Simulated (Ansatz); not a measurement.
We consider CaHfSe3 (model structure, started from the cubic perovskite type, Pm-3m, No. 221, 5 atoms in the cell), described by PBE+SOC (PAW; Ansatz, a quantum-chemistry and plane-wave program).

Output (set-up and result lines):

```
Crystal: 5 atoms, lattice volume = 134.460 Å³
Basis set: ecut = 520 eV, 3695 PW (Γ), exchange–correlation on 80×80×80 points (8 copies of the dense FFT grid, shifted against one another)
Bands: 102, of which v1, the nominal top of the filled ones, is band 84 counted from 1 (83 counted from 0)
Symmetry: 48 space group operations + 48 with time reversal
k-points: 84 of 1728
Initial density: superposition of atomic densities (chi_scale 0.1, normalization cell, long waves kept (reshape's long-wave potential 0.00 eV rms))
Functional: x = pbe(κ = 0.804, μ = 0.2195149727645171), c = pbe(β = 0.06672455060314922)
spin=Noncollinear: Kerker preconditioning applied to the charge; magnetization (m_x, m_y, m_z) channels mix plain (no charge-response kernel on spin).
SCF 1 converged in 15 iterations: F = -33970.722219 eV  dr2 = 6.16e-11
SCF converged after 15 iterations
Free energy (F): -33970.722219 eV
Internal energy: -33970.720536 eV  (E = F + TS)
E sigma→0 (E₀):  -33970.721378 eV
Fermi energy:    9.552188 eV
--- Forces (eV/Å), atoms counted from 1 ---
  atom   1  Ca     0.00000000    -0.00000000    -0.00000000
  atom   2  Hf     0.00000000    -0.00000000    -0.00000000
  atom   3  Se     0.00000000     0.00000000     0.00000000
  atom   4  Se     0.00000000     0.00000000     0.00000000
  atom   5  Se    -0.00000000    -0.00000000    -0.00000000
--- Stress (GPa, compression-positive) ---
        2.535063      -0.000000       0.000000
       -0.000000       2.535063       0.000000
        0.000000       0.000000       2.535063
  P = ⅓ Tr σ = 2.5351 GPa (25.351 kbar)
```

Write an input file that could have produced this run (the log leaves some choices open).

This is not unique; one that fits is 
Ansatz 0.2 input:
```yaml
crystal:
  lattice:
    - [5.1230742421, 0.0, 0.0]
    - [0.0, 5.1230742421, 0.0]
    - [0.0, 0.0, 5.1230742421]
  atoms:
    - { symbol: Ca, position: [0.0, 0.0, 0.0] }
    - { symbol: Hf, position: [0.5, 0.5, 0.5] }
    - { symbol: Se, position: [0.0, 0.5, 0.5] }
    - { symbol: Se, position: [0.5, 0.5, 0.0] }
    - { symbol: Se, position: [0.5, 0.0, 0.5] }
basis:
  ecutwfc: 520
  ecutrho_ratio: 4
  xc_grid: 2
kpoints:
  mp_grid: { grid: [12, 12, 12] }
hamiltonian:
  xc: pbe
  dispersion: none
  pseudopotentials: { kind: paw }
scf:
  occupations: { method: fermi_dirac, width: 0.05 }
  convergence: { dr2_threshold: 0.0000000005 }
output:
  forces: true
  stress: true
  eigenvalues: true
magnetization:
  noncollinear: true
  spin_orbit: true
```

Note: the relaxation could raise the start's symmetry but not lower it, so the cell can be a saddle point. Note: cell and atoms aren't relaxed at this level (pressure 2.5 GPa).

A model structure was made by putting elements into a prototype or built by hand; it is no filed structure, need not be a known phase, and can be a saddle point held by its symmetry.
